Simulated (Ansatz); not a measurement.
The starting structures come from a database of crystals and need not be the phases stable at ambient conditions.

By PBEsol, the system below comes out a metal.

Here is the system:

```xyz
6
Lattice="4.9463 0.0000 0.0000 0.0000 9.8629 0.0000 2.4732 0.0000 1.4279" Properties=species:S:1:pos:R:3 pbc="T T T"
Re     5.7707     6.0001     1.4279
Re     4.1219     3.8628     1.4279
Re     4.1219     1.0686     1.4279
Re     5.7707     8.7942     1.4279
C      5.7707     2.4657     1.4279
C      4.1219     7.3971     1.4279
```

Space group of this cell: P6_3/mmc. The cell is taken as given; by PBEsol its mean pressure is -7.7 GPa.

The current flows along the normal of the first two printed cell vectors, the (110) plane of the conventional cell. No spin-orbit coupling; the value is a mean over 0.1 eV about the Fermi level.

Problem. Compute, with PBEsol in Ansatz (a quantum-chemistry and plane-wave program), the ballistic conductance per area.

Solution. 0.49 × 10¹⁵ S/m² for both spins.
